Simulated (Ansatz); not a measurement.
System: B2CO (model structure, P-4m2, No. 115, 4 atoms in the cell). Method: PBE in Ansatz (PAW).

Settings: plane-wave cutoff 520 eV, 12×12×10 k mesh (along the axes of the cell as run), Fermi–Dirac smearing 0.01 eV, scalar-relativistic PAW data made under PBE.

Cell (relaxed at this level):

Space group P-4m2 (No. 115); a = b = 2.6600 Å, c = 3.6803 Å, α = β = γ = 90.00°

```
atom  site  symmetry       x       y       z
----  ----  --------  ------  ------  ------
B       2g      2mm.  0.0000  0.5000  0.2277
C       1a      -4m2  0.0000  0.0000  0.0000
O       1c      -4m2  0.5000  0.5000  0.5000
```

What does this level give for the band gap and bulk modulus B0?


- band gap: 1.67 eV (on the SCF k mesh)
- bulk modulus B0: 282 GPa

Note: the bulk modulus is −V dP/dV from two relaxed cells at ±2 % in volume; the relaxation could raise the start's symmetry but not lower it, so the cell can be a saddle point.

The computed numbers hold no vibrational or temperature effects.

The result took roughly 30 core-seconds.

A model structure was made by putting elements into a prototype or built by hand; it is no filed structure, need not be a known phase, and can be a saddle point held by its symmetry.

Ansatz is an electronic-structure program.
